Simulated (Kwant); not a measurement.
Model system: quantum point contact (saddle potential) in a Ge (holes) two-dimensional gas. Effective mass 0.06 mₑ, grid spacing 4 nm, hard walls, nominal width 80 nm (19 grid rows, so walls 80 nm apart), one parabolic valley, scattering region 240 nm long along x; energies count from the band bottom; Fermi energy 0.0326 eV. Potential (V0 + ½k y²) cos²(πx/L) for |x| < L/2, with V0 swept from 0.03423 to 0 eV, k = 0.00021 eV/nm², L = 70 nm.

The device is made up for the run: typed textbook-type constants, with dimensions and the other settings drawn at random.

Computed with Kwant: effective-mass tight-binding model on a square grid, one spin, coherent transport at 0 K. Conductance is in e²/h.

Task: Compare with the saddle-point formula G = Σ 1/(1 + exp(−2π(E − V0 − ħωy(n + ½))/ħωx)), taking ħωy = ħ√(k/m) and ħωx from the curvature along x of V0 plus half of the mode's confinement energy.

Result: ħωy = 16.3 meV; at V0 = 27.8 meV the lowest mode has ħωx = 12.8 meV.

| V0 (meV) | formula | simulation |
|---|---|---|
| 32.2 | 0.027 | 0.028 |
| 27.8 | 0.16 | 0.18 |
| 23.3 | 0.65 | 0.67 |
| 18.9 | 0.97 | 0.97 |
| 14.4 | 1.03 | 1.04 |
| 9.92 | 1.25 | 1.33 |

The formula takes a parabolic saddle in the continuum; the run has the full potential on a grid.
